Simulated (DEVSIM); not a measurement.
Device: Cr/La2O3/p-In0.53Ga0.47As capacitor, at 300 K.

| layer (left to right) | material | thickness (nm) | Na (cm⁻³) |
|---|---|---|---|
| 1 | La2O3 | 3.80 | - |
| 2 | In0.53Ga0.47As | 1200 | 4.8e17 |

Metal gate on the left, work function 4.5 eV. Fixed charge at the semiconductor interface -2.1e11 cm⁻² (in units of +e); no interface traps.

Constants are typed, rounded textbook-type inputs, not results; the design itself was drawn at random and stands for no fabricated device. Values at 300 K.

| parameter | La2O3 | In0.53Ga0.47As |
|---|---|---|
| gap (eV) | 5.8 | 0.74 |
| affinity (eV) | 1.8 | 4.51 |
| permittivity | 27 | 13.9 |
| Nc (cm⁻³) | - | 2.1e17 |
| Nv (cm⁻³) | - | 7.7e18 |

DEVSIM, 1D Poisson equation in equilibrium, Boltzmann statistics, complete ionisation; no quantum confinement or tunnelling. Metal contacts follow the ideal Schottky-Mott rule: no Fermi-level pinning, no interface dipoles.

Problem. Tabulate band edges, carrier densities and field at -0.3 V on the gate.

Solution. Energies count from the Fermi level of the right contact; mesh points crowd at the junctions.

```
x (μm)     Ec (eV)  Ev (eV)  n (cm⁻³)  p (cm⁻³)  field (V/cm)
---------  -------  -------  --------  --------  ------------
0.000        3.000   -2.800     < 1e2     < 1e2        120000
0.0008535    3.010   -2.790     < 1e2     < 1e2        120000
0.001963     3.023   -2.777     < 1e2     < 1e2        120000
0.003027     3.035   -2.765     < 1e2     < 1e2        120000
0.004161     0.341   -0.399    3.9e11    1.5e12        190000
0.005535     0.367   -0.373    1.4e11    4.2e12        190000
0.008339     0.417   -0.323    2.1e10    2.8e13        170000
0.01638      0.531   -0.209     2.5e8    2.4e15        120000
0.02877      0.631   -0.109   5200000    1.2e17         46000
0.05234      0.667   -0.073   1300000    4.6e17          1800
0.1004       0.668   -0.072   1200000    4.8e17           ≈ 0
0.2383       0.668   -0.072   1200000    4.8e17           ≈ 0
0.4509       0.668   -0.072   1200000    4.8e17           ≈ 0
0.7764       0.668   -0.072   1200000    4.8e17           ≈ 0
1.027        0.668   -0.072   1200000    4.8e17           ≈ 0
1.115        0.668   -0.072   1200000    4.8e17           ≈ 0
1.157        0.668   -0.072   1200000    4.8e17           ≈ 0
1.181        0.668   -0.072   1200000    4.8e17           ≈ 0
1.195        0.668   -0.072   1200000    4.8e17           ≈ 0
1.200        0.668   -0.072   1200000    4.8e17           ≈ 0
1.202        0.668   -0.072   1200000    4.8e17           ≈ 0
1.204        0.668   -0.072   1200000    4.8e17           ≈ 0
```
